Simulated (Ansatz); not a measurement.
The starting structures come from a database of crystals and need not be the phases stable at ambient conditions.

 Where the default PAW files enter, the runs use the earlier of Ansatz's two default sets.

Consider the following.

```yaml
crystal:
  lattice:
    - [6.61406, 0.00000, 0.00000]
    - [0.00000, 6.65420, 0.00000]
    - [3.30703, 0.00000, 1.90932]
  atoms:
    - { symbol: Ba, position: [0.66667, 0.25000, 0.00000] }
    - { symbol: Ba, position: [0.33333, 0.75000, 0.00000] }
    - { symbol: O, position: [0.00000, 0.50000, 0.00000] }
    - { symbol: O, position: [0.00000, 0.00000, 0.00000] }
```

Space group of this cell: P6_3/mmc, NiAs type. The cell is taken as given; by PBEsol its mean pressure is -3.7 GPa.

Transport runs along the normal of the first two printed cell vectors, the (110) plane of the conventional cell.

No gap correction and no spin-orbit coupling; mid-gap values are interpolated between computed energies.

**Question.** State the band gap and the smallest decay constant κ at mid-gap according to Ansatz (a quantum-chemistry and plane-wave program) with PBEsol.

**Answer.** Gap 2.43 eV on a 16×6×16 mesh; κ = 0.306 1/Å, at the zone centre.
